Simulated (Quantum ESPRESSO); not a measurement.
Quantum ESPRESSO run on TiZn3 (P6_3/mmc, 8 atoms in the cell): self-consistent single point.

Method: PBEsol, PseudoDojo standard norm-conserving (PBESOL) pseudopotentials (plane waves; Quantum ESPRESSO).

The change in words: lattice scaled by 0.98. Reference geometry:
```
TiZn3
1.0
    5.58929     0.00000     0.00000
   -2.79464     4.84047     0.00000
    0.00000     0.00000     4.31574
Ti Zn
2 6
Direct
  0.66667   0.33333   0.25000
  0.33333   0.66667   0.75000
  0.32954   0.16477   0.75000
  0.67046   0.83523   0.25000
  0.16477   0.32954   0.25000
  0.83523   0.67046   0.75000
  0.83523   0.16477   0.75000
  0.16477   0.83523   0.25000
```

Reference input (self-consistent single point, DFT, PBEsol, plane waves, PseudoDojo standard norm-conserving (PBESOL) pseudopotentials): ecutwfc = 85 Ry; occupations = smearing; smearing = gauss; degauss = 0.0073499 Ry; potentials = {Ti: Ti.upf, Zn: Zn.upf}; K_POINTS = automatic 5 5 5 0 0 0; conv_thr = 1e-10 Ry. This run's input differs from it in these lines:

```diff
@@ -9,4 +9,4 @@
     ibrav = 4
-    A = 5.5892888481
-    C = 4.3157360000
+    A = 5.4775031459
+    C = 4.2294210000
     nat = 8
@@ -25,10 +25,10 @@
 ATOMIC_POSITIONS angstrom
-Ti    2.7946444240    1.6134887105    1.0789340000
-Ti    0.0000000000    3.2269774210    3.2368020000
-Zn    1.3814206852    0.7975636045    3.2368020000
-Zn    1.4132237388    4.0429025270    1.0789340000
-Zn    0.0000000000    1.5951272090    1.0789340000
-Zn    2.7946444240    3.2453389226    3.2368020000
-Zn    4.2078681628    0.7975636045    3.2368020000
-Zn   -1.4132237388    4.0429025270    1.0789340000
+Ti    2.7387515730    1.5812189579    1.0573552500
+Ti    0.0000000000    3.1624379158    3.1720657500
+Zn    1.3537922900    0.7816123431    3.1720657500
+Zn    1.3849592829    3.9620445306    1.0573552500
+Zn    0.0000000000    1.5632246861    1.0573552500
+Zn    2.7387515730    3.1804321875    3.1720657500
+Zn    4.1237108559    0.7816123431    3.1720657500
+Zn   -1.3849592829    3.9620445306    1.0573552500
 K_POINTS automatic
```

Output, abridged:

```
     Self-consistent Calculation

     iteration #  1     ecut=    85.00 Ry     beta= 0.70

     Threshold (ethr) on eigenvalues was too large:
     Diagonalizing with lowered threshold

     total energy              =   -2743.85465170 Ry
     estimated scf accuracy    <       0.81238066 Ry

     iteration #  2     ecut=    85.00 Ry     beta= 0.70

     total energy              =   -2743.82263172 Ry
     estimated scf accuracy    <       3.19169357 Ry

     iteration #  3     ecut=    85.00 Ry     beta= 0.70

     total energy              =   -2744.30907395 Ry
     estimated scf accuracy    <       0.08657617 Ry

   [... 7 blocks of this kind left out ...]

     iteration # 11     ecut=    85.00 Ry     beta= 0.70

     total energy              =   -2744.33129839 Ry
     estimated scf accuracy    <          1.8E-10 Ry

     iteration # 12     ecut=    85.00 Ry     beta= 0.70
     End of self-consistent calculation

   [... 8 lines left out ...]

   [... 8 lines left out ...]

     the Fermi energy is    16.6268 ev

!    total energy              =   -2744.33129839 Ry
     estimated scf accuracy    <          2.9E-11 Ry
     smearing contrib. (-TS)   =      -0.00080251 Ry
     internal energy E=F+TS    =   -2744.33049588 Ry

     convergence has been achieved in  12 iterations

     Forces acting on atoms (cartesian axes, Ry/au):

     atom    1 type  1   force =     0.00000000    0.00000000    0.00000000
     atom    2 type  1   force =     0.00000000    0.00000000   -0.00000000
     atom    3 type  2   force =    -0.00071871   -0.00041495   -0.00000000
     atom    4 type  2   force =     0.00071871    0.00041495    0.00000000
     atom    5 type  2   force =     0.00000000   -0.00082989   -0.00000000
   [... lines left out ...]

     Total force =     0.002033     Total SCF correction =     0.000023

          total   stress  (Ry/bohr**3)                   (kbar)     P=       36.19
   0.00024797   0.00000000   0.00000000           36.48        0.00        0.00
   0.00000000   0.00024797  -0.00000000            0.00       36.48       -0.00
   0.00000000  -0.00000000   0.00024216            0.00       -0.00       35.62

   JOB DONE.
```

The run converged in 12 iterations. Against the reference run the free energy hardly moves (within 1 meV/atom), the pressure goes from -3.51 to 3.62 GPa and the largest force goes from 0.016 to 0.021 eV/Å.

The starting cell comes from a database of computed structures (which also holds hypothetical and non-ambient phases and stackings), without a prior relaxation at this level. Its lattice was rescaled by a random factor within 2.5 % of one. For this run, on top of that: lattice scaled by 0.98. Spin polarisation is off. With a pressure of about 4 GPa the cell is away from its equilibrium volume at this level.

Cost on one core of a shared machine: roughly 6 min.
